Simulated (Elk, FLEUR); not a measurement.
An Elk input for a self-consistent single point of YMg3 (P-6m2, 4 atoms in the cell) (DFT, PBEsol, all-electron FP-LAPW, Elk's shipped species files, APW+lo basis with extra local orbitals):

```
tasks
  0

xctype
  22

rgkmax
  8.0

gmaxvr
  16.0

nxlo
  2

lorbcnd
  .true.

lmaxi
  3

stype
  0

swidth
  0.00367493

scale
  6.251194713

avec
    1.0000000000    0.0000000152    0.0000000000
   -0.5000000132    0.8660253962    0.0000000000
    0.0000000000    0.0000000000    3.3048137136

sppath
  'species/'

atoms
  2   : nspecies
  'Y.in'   : spfname
  1   : natoms; atposl, bfcmt below
  0.6666666667  0.3333333333  0.5000000000    0.0 0.0 0.0
  'Mg.in'   : spfname
  3   : natoms; atposl, bfcmt below
  0.6666666667  0.3333333333  0.0000000000    0.0 0.0 0.0
  0.3333333333  0.6666666667  0.2421200000    0.0 0.0 0.0
  0.3333333333  0.6666666667  0.7578800000    0.0 0.0 0.0

ngridk
  12 12 4
```

Problem. Write the same calculation as an input for FLEUR.

Solution. One input that does it (others would too):

Input of the input generator:

```
YMg3 FLAPW
&input film=f /
6.2511947134 0.0000000951 0.0000000000
-3.1255974390 5.4136933782 0.0000000000
0.0000000000 0.0000000000 20.6590340150
1.0
1.0 1.0 1.0

4
39 0.6666666667 0.3333333333 0.5000000000
12 0.6666666667 0.3333333333 -0.0000000000
12 0.3333333333 0.6666666667 0.2421200000
12 0.3333333333 0.6666666667 0.7578800000

&comp jspins=1 /
&exco xctyp='PBEs' /
&kpt div1=12 div2=12 div3=4 gamma=t /
&end /
```

```xml
<?xml version="1.0" encoding="UTF-8" standalone="no"?>
<fleurInput fleurInputVersion="0.39">
   <comment>
      YMg3 FLAPW                                                                                          
   </comment>
   <calculationSetup>
      <cutoffs Kmax="3.8" Gmax="11.4" GmaxXC="11.4" numbands="0"/>
      <scfLoop itmax="60" minDistance="0.00001" maxIterBroyd="99" imix="Anderson" alpha="0.05" precondParam="0.0" spinf="2.0"/>
      <coreElectrons ctail="T" frcor="F" kcrel="0" coretail_lmax="0"/>
      <xcFunctional name="PBEs" relativisticCorrections="F"/>
      <magnetism jspins="1"/>
      <soc l_soc="F" theta="0.0" phi="0.0" spav="F"/>
      <expertModes spex="0" secvar="F"/>
      <geometryOptimization l_f="T" forcealpha="1.0" forcemix="BFGS" epsdisp="0.00001" epsforce="0.00001"/>
      <ldaU l_linMix="F" mixParam="0.05" spinf="1.0"/>
   </calculationSetup>
   <cell>
      <bzIntegration valenceElectrons="41.0" mode="gauss" fermiSmearingEnergy="0.00367493">
         <kPointListSelection listName="default-1"/>
         <!-- k-points included here -->
         <xi:include xmlns:xi="http://www.w3.org/2001/XInclude" href="kpts.xml"> </xi:include>
      </bzIntegration>
      <!-- symmetry operations included here -->
      <xi:include xmlns:xi="http://www.w3.org/2001/XInclude" href="sym.xml"> </xi:include>
      <bulkLattice scale="1.0">
         <bravaisMatrix>
            <row-1>    6.2511947134000003     0.0000000951000000     0.0000000000000000</row-1>
            <row-2>   -3.1255974389999999     5.4136933781999996     0.0000000000000000</row-2>
            <row-3>    0.0000000000000000     0.0000000000000000    20.6590340149999996</row-3>
         </bravaisMatrix>
      </bulkLattice>
   </cell>
   <atomSpecies>
      <species name="Yttrium (Y)" element="Y" atomicNumber="39">
         <mtSphere radius="2.68" gridPoints="925" logIncrement="0.014"/>
         <atomicCutoffs lmax="10" lnonsphr="8"/>
         <electronConfig flipSpins="F">
            <coreConfig>(1s1/2) (2s1/2) (2p1/2) (2p3/2) (3s1/2) (3p1/2) (3p3/2) (3d3/2) (3d5/2)</coreConfig>
            <valenceConfig>(4s1/2) (4p1/2) (4p3/2) (5s1/2) (4d3/2) (4d5/2)</valenceConfig>
            <stateOccupation state="(4d3/2)" spinUp="0.2" spinDown="0.2"/>
            <stateOccupation state="(4d5/2)" spinUp="0.3" spinDown="0.3"/>
         </electronConfig>
         <energyParameters s="5" p="5" d="4" f="4"/>
         <lo type="SCLO" l="0" n="4" eDeriv="0"/>
         <lo type="SCLO" l="1" n="4" eDeriv="0"/>
      </species>
      <species name="Magnesium (Mg)" element="Mg" atomicNumber="12">
         <mtSphere radius="2.68" gridPoints="925" logIncrement="0.013"/>
         <atomicCutoffs lmax="10" lnonsphr="8"/>
         <electronConfig flipSpins="F">
            <coreConfig>(1s1/2)</coreConfig>
            <valenceConfig>(2s1/2) (2p1/2) (2p3/2) (3s1/2)</valenceConfig>
         </electronConfig>
         <energyParameters s="3" p="3" d="3" f="4"/>
         <lo type="SCLO" l="0" n="2" eDeriv="0"/>
         <lo type="SCLO" l="1" n="2" eDeriv="0"/>
      </species>
   </atomSpecies>
   <atomGroups>
      <atomGroup species="Yttrium (Y)">
         <relPos label="                   1">-1.000/3.000 1.000/3.000 1.000/2.000</relPos>
         <force calculate="T" relaxXYZ="TTT"/>
      </atomGroup>
      <atomGroup species="Magnesium (Mg)">
         <relPos label="                   2">-1.000/3.000 1.000/3.000 .0000000000</relPos>
         <force calculate="T" relaxXYZ="TTT"/>
      </atomGroup>
      <atomGroup species="Magnesium (Mg)">
         <relPos label="                   3">1.000/3.000 -1.000/3.000 .2421200000</relPos>
         <relPos label="                   4">1.000/3.000 -1.000/3.000 -.2421200000</relPos>
         <force calculate="T" relaxXYZ="TTT"/>
      </atomGroup>
   </atomGroups>
   <output dos="F" band="F" slice="F">
      <checks vchk="F" cdinf="F"/>
      <bandDOS minEnergy="-.5*Htr" maxEnergy="0.5*Htr" sigma="0.015" storeEVData="T"/>
      <vacuumDOS vacdos="F" integ="F" star="F" nstars="0" locx1="0.0" locy1="0.0" locx2="0.0" locy2="0.0" nstm="0" tworkf="0.0"/>
      <unfoldingBand unfoldBand="F" supercellX="1" supercellY="1" supercellZ="1"/>
      <plotting iplot="0" polar="F">
         <plot TwoD="T" vec1="  1.0  0.0  0.0" vec2="  0.0  1.0  0.0" vec3="  0.0  0.0  1.0" zero="  0.0  0.0  0.0" file="plot"/>
      </plotting>
      <chargeDensitySlicing numkpt="0" minEigenval="0.0" maxEigenval="0.0" nnne="0" pallst="F"/>
      <specialOutput eonly="F"/>
      <magneticCircularDichroism mcd="F" energyLo="-10.0" energyUp="0.0"/>
   </output>
  <!-- We include the file relax.xml here to enable relaxations (see documentation) -->
  <xi:include xmlns:xi="http://www.w3.org/2001/XInclude" href="relax.xml"> <xi:fallback/> </xi:include>
</fleurInput>
```

Basis, cutoffs, solver keys and any potentials are the target program's own. This input uses DFT, PBEsol, all-electron FLAPW (FLEUR), scalar-relativistic valence.

The starting cell comes from a database of computed structures (which also holds hypothetical and non-ambient phases and stackings), without a prior relaxation at this level.
